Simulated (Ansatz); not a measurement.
For NbSi2 (model structure, started from the CrSi2 type, P6₂22, No. 180, 9 atoms in the cell), PBEsol (plane waves, PAW; Ansatz, an electronic-structure program) gives:

```
Item                             Result
------------------------------  -------
equilibrium lattice constant a  4.769 Å
c axis length                   6.573 Å
```

Problem. What does PBE-D3(BJ) (plane waves, PAW; Ansatz) give for the same quantities?

Solution. 
- lattice constant a: 4.749 Å (falls by 0.4 %)
- lattice parameter c: 6.551 Å (shrinks by 0.3 %)

Changes are worked out from the printed values.

Unless a cell is named, each level is at its own relaxed cell (PBEsol 14.38, PBE-D3(BJ) 14.21 Å³/atom).

Ansatz's density-functional and Hartree–Fock values are scalar-relativistic unless marked +SOC, with PAW data made under PBE.

A model structure was made by putting elements into a prototype or built by hand; here it ended with the formula and space group of a phase in our tables.
